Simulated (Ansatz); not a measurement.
# Lattice parameter a of MoSi (model structure, started from the CoSn type, P6/mmm, No. 191, 6 atoms in the cell) at several levels of theory

No measured value is used here.

```
level (code)         value (Å)
-------------------  ---------
PBE (Ansatz)                 …
PBEsol (Ansatz)          5.301
PBE-D3(BJ) (Ansatz)      5.306
```

Task: What belongs in the gaps?

Result: 
- PBE (Ansatz, a first-principles code), value (Å): 5.349

Ansatz's density-functional and Hartree–Fock values are scalar-relativistic unless marked +SOC, with PAW data made under PBE.

A model structure was made by putting elements into a prototype or built by hand; it is no filed structure, need not be a known phase, and can be a saddle point held by its symmetry.
